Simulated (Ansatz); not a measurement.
# Effect of isotropic strain +2.00 % on AlRu

Start from AlRu in the CsCl type structure (space group Pm-3m, No. 221; a = 3.0048 Å; relaxed with 0.1 eV smearing).

The change: an isotropic linear strain of +2.00 %; the atoms relax in the strained cell.

Method: PBE/PAW in Ansatz (a quantum-chemistry and plane-wave program), spin-orbit coupling left out. k-mesh 19×19×19 (Γ-centred); smearing 0.1 eV (Fermi–Dirac).

| quantity | base | changed | shift |
|---|---|---|---|
| volume per atom | 13.57 Å³ | 14.40 Å³ | +0.83 Å³ |
| space group | Pm-3m (No. 221) | Pm-3m (No. 221) | – |
| energy relative to the base (free energy F) | 0 meV/atom | +29 meV/atom | +29 meV/atom |
| pressure | 0.0 GPa | -10.6 GPa | -10.6 GPa |
| band gap | zero | zero | – |

Stability against distortions was not tested. All final runs are without spin polarisation.
